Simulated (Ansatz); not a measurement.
Seebeck coefficient (μV/K, mean over directions) of p-type C (Fd-3m) against carrier density, r2SCAN, rigid bands (Ansatz, a first-principles code). Computed gap 4.38 eV; densities at which minority carriers matter at this gap, or further valleys turn the trend, are left out. Conductivity mass 0.46 mₑ (harmonic mean over directions), N_v = 3.8e19 cm⁻³ at 300 K.

```json
[
 {"hole density": "1e16 cm⁻³", "300 K": "920", "500 K": "986", "800 K": "1047"},
 {"hole density": "1e17 cm⁻³", "300 K": "722", "500 K": "788", "800 K": "849"},
 {"hole density": "1e18 cm⁻³", "300 K": "[?]", "500 K": "590", "800 K": "651"},
 {"hole density": "3e18 cm⁻³", "300 K": "429", "500 K": "495", "800 K": "556"},
 {"hole density": "1e19 cm⁻³", "300 K": "327", "500 K": "392", "800 K": "[?]"},
 {"hole density": "3e19 cm⁻³", "300 K": "237", "500 K": "299", "800 K": "359"},
 {"hole density": "1e20 cm⁻³", "300 K": "146", "500 K": "202", "800 K": "259"},
 {"hole density": "3e20 cm⁻³", "300 K": "81", "500 K": "124", "800 K": "[?]"},
 {"hole density": "1e21 cm⁻³", "300 K": "38", "500 K": "62", "800 K": "96"}
]
```

Problem. What belongs in the gaps?

Solution. 
- 1e18 cm⁻³, 300 K: 524
- 1e19 cm⁻³, 800 K: 453
- 3e20 cm⁻³, 800 K: 173

Rigid bands with a gap fixed in temperature, one relaxation time for all states, no polarons or phonon drag, and whether or not such doping can be reached. Spin-orbit coupling is left out. Geometry: cell and atoms relaxed with PBEsol.
